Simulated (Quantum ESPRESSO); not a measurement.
Worked example: self-consistent single point of BaC2 (C2/c, 6 atoms in the cell) in Quantum ESPRESSO.

Level of theory: LDA (PZ), GBRV 1.5 ultrasoft (LDA) pseudopotentials (plane waves; Quantum ESPRESSO).

```yaml
crystal:
  lattice:
    - [3.77493, -2.35399, 0.00000]
    - [3.77493, 2.35399, 0.00000]
    - [-2.83915, 0.00000, 7.71389]
  atoms:
    - { symbol: Ba, position: [0.81021, 0.18979, 0.25000] }
    - { symbol: Ba, position: [0.18979, 0.81021, 0.75000] }
    - { symbol: C, position: [0.58597, 0.89327, 0.44553] }
    - { symbol: C, position: [0.41403, 0.10673, 0.55447] }
    - { symbol: C, position: [0.10673, 0.41403, 0.05447] }
    - { symbol: C, position: [0.89327, 0.58597, 0.94553] }
```

Reference input (self-consistent single point, DFT, PBEsol, plane waves, GBRV 1.5 ultrasoft (PBESOL) pseudopotentials): ecutwfc = 40 Ry; ecutrho = 200 Ry; occupations = smearing; smearing = fd; degauss = 0.0036749 Ry; potentials = {Ba: ba_pbesol_v1.uspp.F.UPF, C: c_pbesol_v1.2.uspp.F.UPF}; K_POINTS = automatic 5 5 3 0 0 0; conv_thr = 1e-10 Ry; mixing_beta = 0.5. This run's input differs from it in these lines:

```diff
@@ -23,4 +23,4 @@
 ATOMIC_SPECIES
-Ba   137.3270  ba_pbesol_v1.uspp.F.UPF
-C     12.0110  c_pbesol_v1.2.uspp.F.UPF
+Ba   137.3270  ba_lda_v1.uspp.F.UPF
+C     12.0110  c_lda_v1.2.uspp.F.UPF
 ATOMIC_POSITIONS angstrom
```

Log, with long lists cut:

```
     Self-consistent Calculation

     iteration #  1     ecut=    40.00 Ry     beta= 0.50

     negative rho (up, down):  1.925E-01 0.000E+00

     total energy              =    -186.37920405 Ry
     estimated scf accuracy    <       1.38222953 Ry

     iteration #  2     ecut=    40.00 Ry     beta= 0.50

     negative rho (up, down):  1.904E-01 0.000E+00

     total energy              =    -186.71041542 Ry
     estimated scf accuracy    <       0.06320107 Ry

     iteration #  3     ecut=    40.00 Ry     beta= 0.50

     negative rho (up, down):  1.864E-01 0.000E+00

     total energy              =    -186.71345773 Ry
     estimated scf accuracy    <       0.01122929 Ry

   [... 7 blocks of this kind left out ...]

     iteration # 11     ecut=    40.00 Ry     beta= 0.50

     negative rho (up, down):  1.853E-01 0.000E+00

     total energy              =    -186.71564340 Ry
     estimated scf accuracy    <          4.0E-10 Ry

     iteration # 12     ecut=    40.00 Ry     beta= 0.50

     negative rho (up, down):  1.853E-01 0.000E+00
     End of self-consistent calculation

     the Fermi energy is     5.5425 ev

!    total energy              =    -186.71564340 Ry
     estimated scf accuracy    <          4.6E-12 Ry
     smearing contrib. (-TS)   =      -0.00000000 Ry
     internal energy E=F+TS    =    -186.71564340 Ry

     convergence has been achieved in  12 iterations

     negative rho (up, down):  1.853E-01 0.000E+00

     Forces acting on atoms (cartesian axes, Ry/au):

     atom    1 type  1   force =     0.00000000   -0.00127595    0.00000000
     atom    2 type  1   force =     0.00000000    0.00127595    0.00000000
     atom    3 type  2   force =     0.00561211   -0.02515713   -0.02321292
     atom    4 type  2   force =    -0.00561211    0.02515713    0.02321292
     atom    5 type  2   force =    -0.00561211   -0.02515713    0.02321292
   [... lines left out ...]
     Total force =     0.069398     Total SCF correction =     0.000003
   [... lines left out ...]

     negative rho (up, down):  1.853E-01 0.000E+00
          total   stress  (Ry/bohr**3)                   (kbar)     P=      -11.54
  -0.00013353   0.00000000  -0.00001485          -19.64        0.00       -2.18
   0.00000000  -0.00004228   0.00000000            0.00       -6.22        0.00
  -0.00001485   0.00000000  -0.00005946           -2.18        0.00       -8.75

   JOB DONE.
```

The run converged in 12 iterations. Against the reference run the pressure goes from 0.90 to -1.15 GPa, the largest force goes from 1.533 to 0.892 eV/Å and the gap on the mesh goes from 2.201 to 2.162 eV.

The starting cell comes from a database of computed structures (which also holds hypothetical and non-ambient phases and stackings), without a prior relaxation at this level. Its lattice was rescaled by a random factor within 2.5 % of one.

Cost on one core of a shared machine: roughly 2 min.
